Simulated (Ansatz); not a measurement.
Start from ZnS in the wurtzite structure (space group P6_3mc, No. 186; a = 3.782 Å, c = 6.208 Å).

Method: PBEsol/PAW in Ansatz (a quantum-chemistry and plane-wave program), without spin-orbit coupling.

Base values:

* **Pressure**: 0.0 kbar
* **Band gap**: 2.15 eV

Modification: an isotropic linear strain of −0.60 %, atoms relaxed at fixed cell.

**Question.** Estimate the effect on the pressure.

**Answer.** The pressure (mean of the normal stresses, compression positive) goes from zero to 14.8 kbar.

**Question.** Estimate the effect on the band gap.

**Answer.** The band gap rises by 0.081 eV to 2.24 eV.

Whether these cells are dynamically stable was not tested.
